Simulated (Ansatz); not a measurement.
# WSi₂ (space group Fddd, No. 70; a hypothetical phase, not in the database extracts checked)

```xyz
6
Lattice="0.0000 3.9741 4.4866 2.2955 0.0000 4.4866 2.2955 3.9741 0.0000" Properties=species:S:1:pos:R:3 pbc="T T T"
Si     2.2955     5.2737     4.4866
Si     2.2955     2.6744     4.4866
Si     3.4433     4.6614     6.7299
Si     3.4433     7.2608     6.7299
W      0.0000     0.0000     0.0000
W      1.1478     1.9870     2.2433
```

Level of theory: PBE (Ansatz, a quantum-chemistry and plane-wave program, PAW, no spin-orbit coupling). Γ-centred 13×13×13 mesh, Fermi–Dirac width 0.05 eV.

```yaml
volume_per_atom: 13.64 Å³
density: 9.74 g/cm³
band_gap: zero
total_energy: -3885.699 eV/atom (σ→0; compares only within this code and set-up)
```

Whether these cells are dynamically stable was not tested. The final runs are not spin-polarised.
